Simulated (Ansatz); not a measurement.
The parent structure is FeO in the rock salt structure (space group Fm-3m, No. 225; a = 4.246 Å; ferromagnetic).

Method: Kohn–Sham DFT with the PBEsol functional, run in Ansatz (a quantum-chemistry and plane-wave program) with PAW and 420 eV plane waves, no spin-orbit coupling.

Before the change:

| Property | Result |
|---|---|
| Shortest interatomic distance | 2.123 Å |
| Largest site moment | 3.42 μB |
| Density | 6.23 g/cm³ |

The change: F takes the place of O on all its sites, then cell and atoms are relaxed.

Q: How does this affect the shortest interatomic distance?

A: The shortest interatomic distance increases by 0.138 Å, from 2.123 Å to 2.261 Å.

Q: What happens to the largest site moment?

A: The largest site moment drops by 0.35 μB (3.42 μB → 3.07 μB).

Q: What happens to the density?

A: The density shrinks by 0.86 g/cm³, from 6.23 g/cm³ to 5.37 g/cm³.

Stability against distortions was not tested. As relaxed here, FeF is a hypothetical phase, not in the database extracts checked. No Hubbard U is applied and the magnetic state is the run's own (FeF ferromagnetic; FeO ferromagnetic); small cells can't hold the antiferromagnetic order that many such compounds have, so gaps and moments can be off. In its common phase, real FeO is an antiferromagnetic insulator at low temperature.
